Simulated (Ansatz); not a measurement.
The reference is CdSe in the zinc blende structure (space group F-43m, No. 216; a = 6.1957 Å).

Levels (all Ansatz, an electronic-structure program, PAW): PBE (420 eV, scalar-relativistic without spin-orbit coupling); PBEsol (420 eV, no spin-orbit coupling); r2SCAN (500 eV, no spin-orbit coupling); HSE06 (420 eV, no SOC).

Levels that relaxed their own cell: PBE and PBEsol.

```csv
level,band gap,lattice parameter a
PBE,0.50 eV,6.196 Å
PBEsol,0.48 eV,6.082 Å
r2SCAN,1.10 eV,–
HSE06,1.55 eV,–
```

Measured: band gap 1.77 eV (0 K or low temperature; as listed in arXiv:1206.3780); lattice parameter a 6.077 Å (room temperature; as listed in arXiv:1206.3780).

Computed minus measured — band gap: PBE -1.27 eV, PBEsol -1.29 eV, r2SCAN -0.67 eV, HSE06 -0.22 eV (closest: HSE06); lattice parameter a: PBE +2.0 %, PBEsol +0.1 % (closest: PBEsol). Measured values not marked as corrected hold thermal and zero-point effects that the static-lattice runs lack. A measured gap can be an optical one, lowered by exciton binding. Levels without spin-orbit coupling miss its lowering of the gap, often about a third of the valence-band splitting.

Single points use the geometry relaxed with PBEsol. Whether these cells are dynamically stable was not tested.
